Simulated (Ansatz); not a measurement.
**By hand: formation energy of Ti_Mo in Mo (bcc, Im-3m)**

Subject: the formation energy of Ti_Mo in Mo (bcc, Im-3m). Reaction: Ti (hcp) + 63 Mo (bcc) → cell A.

A: a supercell of 64 sites of Mo (bcc, Im-3m) with Ti on a Mo site (8 Mo at 2.75 Å); spin state with PBE: run without spin.

Setting: static, neutral cells in Ansatz (PAW) whose structures rest at the PBE level. Ansatz (a program for electronic structure) runs with its default PAW set. Larger cells are relaxed from a start prepared with the learned potential CHGNet, on a coarser mesh till forces fall under 0.03 eV/Å, which some starts already meet. A dispersion term (D3(BJ), or D4 for r2SCAN) was computed beside these levels and is taken off wherever the name lacks it. Mesh and cell size may move defect energies by 0.1 eV or more. Cell A has symmetry Im-3m within 0.02 Å and got no random move, so less symmetric positions, which may lie lower, weren't tried.

Total energies of the cells in eV, at zero smearing width. They compare only within one column; the weights balance every element.

```
cell         atoms  weight            PBE
-----------  -----  ------  -------------
A: Mo:Ti_Mo     64      +1  -314730.07191
Ti (hcp)         2    −1/2    -4999.33129
Mo (bcc)        64  −63/64  -317185.64310
```

PBE: (-314730.07191) − 1/2 × (-4999.33129) − 63/64 × (-317185.64310) = -0.789 eV.
